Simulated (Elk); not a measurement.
Elk run on GeW (Pm-3m, 2 atoms in the cell): self-consistent single point.

Method of the run: PBE, all-electron FP-LAPW, Elk's shipped species files, APW+lo basis with extra local orbitals (Elk).

```
CELL_PARAMETERS angstrom
      3.19502     0.00000     0.00000
      0.00000     3.19502     0.00000
      0.00000     0.00000     3.19502
ATOMIC_POSITIONS crystal
  W  0.00000 0.00000 0.00000
  Ge 0.50000 0.50000 0.50000
```

Reference input (self-consistent single point, DFT, PBE, all-electron FP-LAPW, Elk's shipped species files, APW+lo basis with extra local orbitals): xctype = 20; rgkmax = 7.5; stype = 1; swidth = 0.00999582 Ha; ngridk = 8 8 8; gmaxvr = 14 1/bohr; nxlo = 2; lorbcnd = true; rmtscf = 0.94; lmaxi = 3; maxscl = 100. This run's input differs from it in these lines:

```diff
@@ -28,3 +28,3 @@
 swidth
-  0.00999582
+  0.0110248
 
@@ -51,3 +51,3 @@
 ngridk
-  8 8 8
+  6 6 6
```

Output (repeated stretches shortened):

```
│ Self-consistent loop started │
│ Loop number : 1 │
 total energy                :     -18263.8971537
│ Loop number : 2 │
 total energy                :     -18264.2613622
RMS change in Kohn-Sham potential (target) :   0.1657840418     (  0.1000000000E-05)
Absolute change in total energy (target)   :   0.3642085492     (  0.1000000000E-03)
│ Loop number : 3 │
 total energy                :     -18264.5088522
RMS change in Kohn-Sham potential (target) :   0.1600348039     (  0.1000000000E-05)
Absolute change in total energy (target)   :   0.3385421128     (  0.1000000000E-03)
│ Loop number : 4 │
   [... lines left out ...]
Absolute change in total energy (target)   :   0.4315035258E-03 (  0.1000000000E-03)
│ Loop number : 15 │
 total energy                :     -18265.3901079
RMS change in Kohn-Sham potential (target) :   0.3220539066E-06 (  0.1000000000E-05)
Absolute change in total energy (target)   :   0.1192165364E-03 (  0.1000000000E-03)
│ Loop number : 16 │
 total energy                :     -18265.3901339
RMS change in Kohn-Sham potential (target) :   0.2719657241E-07 (  0.1000000000E-05)
Absolute change in total energy (target)   :   0.5578521814E-04 (  0.1000000000E-03)
Convergence targets achieved

│ Loop number : 17 │

Energies :
 Fermi                       :     0.413752121197
 total energy                :     -18265.3901380

Density of states at Fermi energy :    96.69902482
 (states/Hartree/unit cell)

Estimated indirect band gap :   0.3872919232E-02
 from k-point      2 to k-point     15
Estimated direct band gap   :   0.1785744728E-01
 at k-point     18

Charges :
 core                        :    64.00000000
 valence                     :    42.00000000
 interstitial                :    3.443384361
 muffin-tins (core leakage)
  species :    1 (W)
   atom    1                 :    72.28956146     (  0.3245208049E-06)
  species :    2 (Ge)
   atom    1                 :    30.26705418     (  0.7629586879E-03)
 total in muffin-tins        :    102.5566156
 total calculated charge     :    105.9887517
 total charge                :    106.0000000
 error                       :   0.1124829036E-01

│ Self-consistent loop stopped │
```

The run converged in 17 iterations. The count includes the last loop, which Elk runs after its targets are met. Against the reference run the total energy rises by 51.7 meV/atom.

The starting cell was generated: these elements placed on a structure prototype, without a prior relaxation; it need not be a known phase or ordering of this composition. Spin-orbit coupling is off. Spin polarisation is off. Values depend on the basis (sphere radii, cutoffs, local orbitals), which need not be converged. The log's line on a gap gives a spacing of levels on this mesh, which the program prints for metals too.
